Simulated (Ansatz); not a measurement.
Cell and atoms of amorphous Te$_{20}$Se$_{5}$O$_{30}$:

```xyz
55
Lattice="10.7779 0.0000 0.0000 0.0000 10.7779 0.0000 0.0000 0.0000 10.7779" Properties=species:S:1:pos:R:3 pbc="T T T"
Te    10.1557     2.8869     1.4518
Te     3.9450     7.5759    10.4101
Te     6.3950    10.7323     9.0792
Te     9.1083     0.8304     5.4616
Te     3.7366     5.8901     8.3338
Te     3.5834     3.0214     1.4848
Te    10.6657    10.3919     8.7177
Te     7.5085     4.8678     0.9241
Te     9.9307     5.5839     5.4821
Te     2.9784     8.4520     5.0903
Te     1.3848    10.5039     1.3624
Te    10.3957     6.8254     9.0250
Te     7.4528     8.2654     0.5288
Te     6.3189     2.9157     7.1296
Te     5.1724     0.1137     1.7492
Te    10.5260     7.2579     1.8248
Te     6.6824     8.8960     4.8680
Te     1.8986     1.3044     6.0770
Te     6.9372     6.5748     7.1811
Te     4.7092     5.1895     4.4486
Se     4.7431     3.6439     9.2141
Se     2.4882     3.3469     3.7315
Se     7.4761     3.7049     3.1128
Se     1.3944     2.8423    10.6679
Se     9.6563     0.3510     1.8571
O      3.2165     8.3847     6.8796
O      9.3192    10.6596     7.1177
O      6.5875     9.4445     1.8436
O      7.4096     4.4708     7.2819
O      8.4764     6.8273     5.9762
O      0.1521     1.9792     5.8111
O      0.0715     5.9066     7.1188
O      5.7725     8.4450    10.1098
O      5.5543     0.7368    10.7082
O      8.5170     6.8720     8.8969
O      5.9505     6.4605     5.4020
O      7.1626    10.7263     5.1000
O      3.7307     9.7821     1.4251
O      7.1535     1.6781     8.6191
O      1.1627     8.7414     2.1165
O     10.7022     6.7691     4.2928
O      1.3796    10.1152    10.2842
O     10.3482     7.9511    10.7451
O      8.9955     8.2338     2.2915
O      0.0422     8.5440     8.1307
O      7.9366    10.1001     9.9060
O      3.2575     6.4456     4.7012
O      2.0144    10.6282     4.9179
O      1.4163     0.2219     7.7347
O      8.1628     2.3693     5.9400
O      6.6115     6.5839     1.3479
O      9.2883     5.6034     0.9344
O      4.7966     9.2906     4.5543
O      4.7098     4.0545     5.9525
O      6.6709     8.6126     6.7767
```

Level of theory: PBE, scalar-relativistic without spin-orbit coupling (plane waves to 420 eV, PAW; Ansatz, a program for electronic structure).

It comes from a melt-quench run on a machine-learned potential (CHGNet), relaxed afterwards by DFT. O atoms were pushed apart under 1.9 Å during the dynamics, to hinder bonds among them. The hot cell started wider than the set density and was brought back towards it in steps. It is the lowest in DFT energy of 2 quenches. It is a model cell: composition and starting density were chosen by hand, and all elements were melted together. No dispersion term was used. Its density started from a set value of 5.71 and ended at 4.55 g/cm³. The simulated quench (nominally 190 K/ps over its main leg) is rapid and tends to freeze in more defects than a deposited or slowly cooled glass has. One small periodic cell is one sample of the glass; other quenches scatter about these values. The volume was free in the relaxation, at fixed shape. On a 2×2×2 Γ-centred mesh force components of up to 0.12 eV/Å stay, since the relaxation ran on the zone centre alone.

Bonds are counted up to Te-Te 3.23 Å, Te-Se 3.02 Å, Te-O 2.70 Å, Se-Se 2.81 Å, Se-O 2.23 Å, O-O 1.58 Å. Two cations that share two anions don't count as bonded, nor two that share one unless they lie closer than Te-Te 2.95 Å, Te-Se 2.76 Å, Se-Se 2.57 Å.

Give the coordination numbers, mean bond lengths and angles.


- Mean coordination of Te by anions = 3.05 (3 with 0, 1 with 1, 1 with 2, 5 with 3, 7 with 4, 3 with 5); 11 close contacts or bonds to cations besides
- Mean coordination of Se by anions = 0.00 (5 with 0); 9 close contacts or bonds to cations besides
- Mean coordination of O = 2.03 (1 with 1, 27 with 2, 2 with 3)
- Mean Te-O bond = 2.059 Å (spread 0.190 Å, 61 counted)
- Mean Te-Se bond = 2.646 Å (spread 0.138 Å, 9 counted)
- Mean Te-Te bond = 2.683 Å (spread 0.000 Å, 1 counted)
- Bond angle at Te = mean 103.4°, spread 27.8°
- Bond angle at O = mean 128.4°, spread 12.4°

List the pairs of like atoms that count as bonded by the rules above.

Te2-Te5 (2.68 Å).

What Bader charges do the atoms carry, from a run on the zone centre alone?

Means (range): Te +1.81 e (+0.27 to +2.34), Se -0.45 e (-0.54 to -0.37), O -1.13 e (-1.18 to -1.04).
| atom | charge (e) |
|---|---|
| Te1 | +0.43 |
| Te2 | +0.66 |
| Te3 | +2.25 |
| Te4 | +2.26 |
| Te5 | +0.28 |
| Te6 | +0.27 |
| Te7 | +2.34 |
| Te8 | +1.62 |
| Te9 | +2.19 |
| Te10 | +2.24 |
| Te11 | +1.89 |
| Te12 | +2.28 |
| Te13 | +2.30 |
| Te14 | +1.99 |
| Te15 | +2.09 |
| Te16 | +2.30 |
| Te17 | +2.27 |
| Te18 | +2.12 |
| Te19 | +2.29 |
| Te20 | +2.07 |
| Se21 | -0.49 |
| Se22 | -0.47 |
| Se23 | -0.54 |
| Se24 | -0.37 |
| Se25 | -0.40 |
| O26 | -1.04 |
| O27 | -1.15 |
| O28 | -1.14 |
| O29 | -1.12 |
| O30 | -1.14 |
| O31 | -1.14 |
| O32 | -1.15 |
| O33 | -1.13 |
| O34 | -1.15 |
| O35 | -1.14 |
| O36 | -1.18 |
| O37 | -1.15 |
| O38 | -1.10 |
| O39 | -1.12 |
| O40 | -1.13 |
| O41 | -1.11 |
| O42 | -1.10 |
| O43 | -1.18 |
| O44 | -1.10 |
| O45 | -1.10 |
| O46 | -1.11 |
| O47 | -1.15 |
| O48 | -1.12 |
| O49 | -1.14 |
| O50 | -1.11 |
| O51 | -1.12 |
| O52 | -1.16 |
| O53 | -1.15 |
| O54 | -1.15 |
| O55 | -1.12 |
